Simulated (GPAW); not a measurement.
# GPAW run on Sb (Pm-3m, 1 atom in the cell): self-consistent single point

Method of the run: PBEsol, GPAW PAW datasets PBEsol (made by gpaw-setup) (plane waves; GPAW 25.7.0).

Input:

```python
from ase import Atoms
from ase.units import GPa
from gpaw import GPAW

atoms = Atoms(['Sb'],
              cell=[[3.151482, 0.000000, 0.000000],
                    [0.000000, 3.151482, 0.000000],
                    [0.000000, 0.000000, 3.151482]],
              positions=[[0.000000, 0.000000, 0.000000]],
              pbc=True)

calc = GPAW(mode={'name': 'pw', 'ecut': 600},
            xc='PBEsol',
            kpts={'size': (14, 14, 14), 'gamma': True},
            occupations={'name': 'methfessel-paxton', 'width': 0.272, 'order': 0},
            nbands=-5,
            convergence={'density': 1e-05, 'energy': 1e-05},
            symmetry={'symmorphic': False, 'tolerance': 0.0005},
            maxiter=100)

atoms.calc = calc

energy = atoms.get_potential_energy()
print('Energy (eV):', round(energy, 6))
forces = atoms.get_forces()
print('Forces (eV/Ang):')
print(forces.round(5))
stress = atoms.get_stress()
print('Stress (GPa, Voigt):', (stress / GPa).round(4))
```

The program printed (abridged):

```
Input parameters:
  convergence: {density: 1e-05,
                energy: 1e-05}
  kpts: {gamma: True,
         size: (14, 14, 14)}
  maxiter: 100
  mode: {ecut: 600,
         name: pw}
  nbands: -5
  occupations: {name: methfessel-paxton,
                order: 0,
                width: 0.272}
  symmetry: {symmorphic: False,
             tolerance: 0.0005}
  xc: PBEsol

species:
  Sb:
    name: Antimony
    Z: 51.0
    valence: 15
    core: 36
    charge: 0.0
    file: Sb.PBEsol.gz

    # Using partial waves for Sb as LCAO basis

Reference energy: -176204.783462  # eV

Spin-paired calculation

Convergence criteria:
 Maximum [total energy] change in last 3 cyles: 1e-05 eV / valence electron
 Maximum integral of absolute [dens]ity change: 1e-05 electrons / valence electron
 Maximum integral of absolute [eigenst]ate change: 4e-08 eV^2 / valence electron
 Maximum number of scf [iter]ations: 100

Symmetries present (total): 48
Symmetries with fractional translations: 0
2744 k-points: 14 x 14 x 14 Monkhorst-Pack grid + [1/28,1/28,1/28]
120 k-points in the irreducible part of the Brillouin zone
       k-points in crystal coordinates                weights
   0:     0.00000000    0.00000000    0.00000000          1/2744
   1:     0.07142857    0.00000000    0.00000000          6/2744
   2:     0.07142857    0.07142857    0.00000000         12/2744
   [... 7 lines left out ...]
          ...
 119:     0.50000000    0.50000000    0.50000000          1/2744

Wave functions: Plane wave expansion
  Cutoff energy: 600.000 eV
  Number of coefficients (min, max): 1020, 1064
  Pulay-stress correction: 0.000000 eV/Ang^3 (de/decut=0.000000)

Occupation numbers: Methfessel-Paxton:
  width: 0.2720  # eV
  order: 0

Eigensolver

Densities:
  Coarse grid: 18*18*18 grid
  Fine grid: 36*36*36 grid
  Total Charge: 0.000000

Density mixing:
  Method: separate
  Backend: pulay
  Linear mixing parameter: 0.05
  old densities: 5
  Damping of long wavelength oscillations: 50

Hamiltonian:
  XC and Coulomb potentials evaluated on a 36*36*36 grid
  External potential:
    NoExternalPotential

XC parameters: PBEsol with 2 nearest neighbor stencil

Number of atoms: 1
Number of atomic orbitals: 9
Number of bands in calculation: 12
Number of valence electrons: 15
Bands to converge: occupied

Density initialized from atomic densities
  9 bands from LCAO basis set
  3 bands from random numbers

Atomic positions and initial magnetic moments

Positions:
   0 Sb     0.000000    0.000000    0.000000    ( 0.0000,  0.0000,  0.0000)

Unit cell:
           periodic     x           y           z      points  spacing
  1. axis:    yes    3.151482    0.000000    0.000000    18     0.1751
  2. axis:    yes    0.000000    3.151482    0.000000    18     0.1751
  3. axis:    yes    0.000000    0.000000    3.151482    18     0.1751

  Lengths:   3.151482   3.151482   3.151482
  Angles:   90.000000  90.000000  90.000000

Effective grid spacing dv^(1/3) = 0.1751

     iter     time        total  log10-change:
                         energy   eigst   dens
iter:   1 --:--:--    -4.747883
iter:   2 --:--:--    -4.771438   -0.67  -1.79
iter:   3 --:--:--    -4.771653   -1.97  -1.80
iter:   4 --:--:--    -4.772858   -2.75  -2.36
iter:   5 --:--:--    -4.772568   -3.94  -2.65
iter:   6 --:--:--    -4.771775   -4.16  -2.68
iter:   7 --:--:--    -4.771776   -5.32  -3.67
iter:   8 --:--:--    -4.771782c  -5.81  -3.81
iter:   9 --:--:--    -4.771782c  -6.97  -3.84
iter:  10 --:--:--    -4.771775c  -6.08  -3.82
iter:  11 --:--:--    -4.771776c  -6.74  -4.47
iter:  12 --:--:--    -4.771776c  -7.26  -4.26
iter:  13 --:--:--    -4.771776c  -8.23c -5.11c

Converged after 13 iterations.

Dipole moment: (0.000000, -0.000000, 0.000000) |e|*Ang

Energy contributions relative to reference atoms: (reference = -176204.783462)

Kinetic:         -3.632460
Potential:       +2.342922
External:        +0.000000
XC:              -3.641863
Entropy (-ST):   -0.020084
Local:           +0.169667
SIC:             +0.000000
--------------------------
Free energy:     -4.781817
Extrapolated:    -4.771776

Showing only first 2 kpts
 Kpt  Band  Eigenvalues  Occupancy
  0     5     -5.96495    2.00000
  0     6      9.18650    0.00000
  0     7      9.18650    0.00000
  0     8      9.18650    0.00000

  1     5     -5.89472    2.00000
  1     6      8.29893    0.00000
  1     7      9.25483    0.00000
  1     8      9.25483    0.00000

Fermi level: 5.99049

No gap
No difference between direct/indirect transitions
Energy (eV): -4.771776

Forces in eV/Ang:
  0 Sb    0.00000    0.00000    0.00000

Stress tensor:
     0.029194     0.000000     0.000000
     0.000000     0.029194     0.000000
     0.000000     0.000000     0.029194
Stress (GPa, Voigt): [4.6774 4.6774 4.6774 0.     0.     0.    ]
```

The run converged in 13 iterations. GPAW prints stress with tension positive.

The starting cell comes from a database of computed structures (which also holds hypothetical and non-ambient phases and stackings), without a prior relaxation at this level. Its lattice was rescaled by a random factor within 2.5 % of one. Spin-orbit coupling is off. With a pressure of about -5 GPa the cell is away from its equilibrium volume at this level.
